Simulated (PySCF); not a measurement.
PySCF 2.14.0, HF/def2-tzvp: disilylmethane ([SiH3]C[SiH3]), 11 atoms. The geometry is a generated start, not checked to be a minimum at this level.

```
Quantity                                       Value
-------------------------------  -------------------
task                             energy and gradient
basis                                      def2-tzvp
mol.max_memory                               7000 MB
mf.init_guess                        minao (default)
mf.DIIS                              CDIIS (default)
mf.diis_space                            8 (default)
mf.conv_tol                          1e-09 (default)
basis functions (reference run)                  153
```

```xyz
11

Si     1.4496     0.7270     0.0030
C      0.2265    -0.7196    -0.1296
Si    -1.6003    -0.2482     0.0826
H      2.8215     0.2337    -0.1628
H      1.1678     1.7104    -1.0462
H      1.3287     1.3593     1.3192
H      0.4861    -1.4707     0.6178
H      0.3557    -1.2027    -1.0986
H     -1.9856     0.7225    -0.9439
H     -1.8104     0.3326     1.4112
H     -2.4396    -1.4444    -0.0526
```

The reference run uses exact four-centre integrals. Single runs; times are not shown.

Settings tried, all else as in the reference:
- density fitting, auxbasis = autoaux
- density fitting of J alone, exact K
- density fitting, auxbasis = def2-universal-jfit
- density fitting

Task: Which of these stay within 0.10 meV/atom in energy, 1.0 meV/Å in forces (largest component) of the reference run?

Result: Within it: density fitting, auxbasis = autoaux. At the edge, too close to call: density fitting. Outside: density fitting of J alone, exact K; density fitting, auxbasis = def2-universal-jfit.

| setting | energy against the reference | difference in forces (largest component) |
|---|---|---|
| density fitting, auxbasis = autoaux | +0.024 meV/atom | 0.12 meV/Å |
| density fitting | +0.081 meV/atom | 0.54 meV/Å |
| density fitting of J alone, exact K | −0.27 meV/atom | 1.3 meV/Å |
| density fitting, auxbasis = def2-universal-jfit | +8600 meV/atom | 2200 meV/Å |

Total energies are compared; such shifts often cancel in part in energy differences. def2-universal-jfit is made for Coulomb alone and misses functions that exchange needs. Also tried and not ranked: density fitting, auxbasis = def2-universal-jkfit (same energy as a listed run); COSX exchange (sgx_fit, pjs) with fitted J, mf.with_df.grids_level_i = 1, mf.with_df.grids_level_f = 1 (gradient came out as NaN); COSX exchange (sgx_fit, pjs) with fitted J, mf.with_df.grids_level_i = 1, mf.with_df.grids_level_f = 2 (default) (gradient came out as NaN); COSX exchange (sgx_fit, pjs) with fitted J, mf.with_df.grids_level_i = 1, mf.with_df.grids_level_f = 3 (gradient came out as NaN); COSX exchange (sgx_fit, pjs) with fitted J, mf.with_df.grids_level_i = 1, mf.with_df.grids_level_f = 4 (gradient came out as NaN). The tolerance is a choice made for this comparison.
